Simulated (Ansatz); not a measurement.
Functionals compared on a constructed model of the (0001) surface of hcp Hf, a pseudomorphic layer of Ta in the host's stacking (bottom of the slab: a bare face, its two planes held), in Ansatz (plane waves, PAW). The structure was relaxed with PBE; the other rows are single points on it. Cutoff 420 eV (500 eV for r2SCAN).

Model: 7-atom slab, 15.7 Å thick at the start, 13x13x1 mesh, Fermi-Dirac 0.1 eV, dipole correction, 2 atoms held, the rest relaxed; held to the start's symmetry, so lower structures may exist; no spin, no spin-orbit, no U. It is one candidate, not shown to be the stable structure of the face. These notes are the PBE run's.

| functional | work function of the top face (eV) | rough cost of the single point |
|---|---|---|
| PBE | 4.49 | – |
| RPBE | … | about 50 core-seconds (a rough figure) |
| r2SCAN | 4.60 | very roughly 120 core-seconds |

**Question.** What belongs in the gaps?

**Answer.** 
- RPBE, work function of the top face (eV): 4.38

Ansatz is an electronic-structure program.
